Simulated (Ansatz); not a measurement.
Consider NbN in the rock salt structure (space group Fm-3m, No. 225).

```
NbN
1.0
    0.00000     2.19004     2.19004
    2.19004     0.00000     2.19004
    2.19004     2.19004     0.00000
N Nb
1 1
Direct
  0.00000   0.00000   0.00000
  0.50000   0.50000   0.50000
```

Cartesian axes are those of the cell as printed.

Level of theory: PBEsol in Ansatz (plane waves to 420 eV, PAW, without spin-orbit coupling).

Strains are applied to the cell and any free atomic positions relax.

One change was made to it. Results:

The energy goes up by 22 meV/atom; the band gap remains zero; the pressure (mean of the normal stresses, compression positive) goes from zero to -9.3 GPa.

### Question
Name the change that was made.
(A) uniaxial strain ε_zz = +3.28 %
(B) strain tensor (xx, yy, zz, yz, xz, xy) = (−2.38, +0.09, +2.65, +0.07, +0.15, +1.02) %
(C) isotropic strain +2.80 %
(D) isotropic strain −1.88 %

### Answer
A, uniaxial strain ε_zz = +3.28 %. For comparison, the energy relative to the base in the other runs: isotropic strain −1.88 % gives +37 meV/atom; isotropic strain +2.80 % gives +70 meV/atom; strain tensor (xx, yy, zz, yz, xz, xy) = (−2.38, +0.09, +2.65, +0.07, +0.15, +1.02) % gives +25 meV/atom.

Without a gap, meshes like the base's 18×18×18 leave anisotropic stresses uncertain by several tenths of a GPa, and small strain energies with them. Stability against distortions was not tested. All final runs are without spin polarisation.

Ansatz is a first-principles code.
